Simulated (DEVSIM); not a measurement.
Device: Schottky contact on p-type Si, at 300 K.

Layer 1 from the left is Si, thickness (μm) 0.500, Na (cm⁻³) 1.7e17, τn (s) 0.00018, τp (s) 0.00018.

Left contact: Schottky, work function 4.334 eV, emission velocity 2.8e6 cm/s. Right contact: ohmic. Voltage is applied to the left contact. Recombination: SRH at mid-gap, radiative, Auger. Mobility is constant in doping.

Constants are typed, rounded textbook-type inputs, not results; the design itself was drawn at random and stands for no fabricated device. Values at 300 K.

Si: gap (eV) 1.124, affinity (eV) 4.05, permittivity 11.7, Nc (cm⁻³) 2.86e19, Nv (cm⁻³) 3.1e19, μn (cm²/Vs) 1417, μp (cm²/Vs) 470, B (cm³/s) 4.7e-15, Cn (cm⁶/s) 2.8e-31, Cp (cm⁶/s) 9.9e-32.

Question: Estimate by hand the built-in potential, the peak field at zero bias, the capacitance at 0.2 V, and compare with a numerical solution.

Answer: 
- Built-in potential: barrier φB = 0.840 eV; Vbi = φB − kT/q ln(N_band/N) = 0.705 V; numerical 0.705 V.
- Peak field at zero bias: depletion approximation: W = √(2εVbi/(qN)) = 0.0733 μm with N = 1.70e17 cm⁻³; field = 2Vbi/W = 193000 V/cm; numerical 188000 V/cm (estimate above by 2.6 %).
- Capacitance at 0.2 V: C = √(qεN / 2(Vbi + |V|)) = 125 nF/cm²; numerical 127 nF/cm² (estimate below by 1.5 %).

Simulated with DEVSIM: 1D drift-diffusion, Boltzmann statistics, complete ionisation; no tunnelling, impact ionisation, image-force lowering or self-heating. Metal contacts follow the ideal Schottky-Mott rule: no Fermi-level pinning, no interface dipoles.
